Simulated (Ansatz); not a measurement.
Equilibrium lattice constant a of WTe₂ (model structure, started from the rutile type, P4₂/mnm, No. 136, 6 atoms in the cell) at several levels of theory

No measured value is used here.

```tsv
level (code)	value (Å)
PBE (Ansatz)	6.653
PBEsol (Ansatz)	6.599
PBE-D3(BJ) (Ansatz)	6.589
```

Density-functional levels without +SOC have no spin–orbit coupling. PBE-D3(BJ): a distance lies near a switch of the dispersion term, which can move the cell. Ansatz's density-functional and Hartree–Fock values are scalar-relativistic unless marked +SOC, with PAW data made under PBE.

A model structure was made by putting elements into a prototype or built by hand; it is no filed structure, need not be a known phase, and can be a saddle point held by its symmetry.

Ansatz is an electronic-structure program.
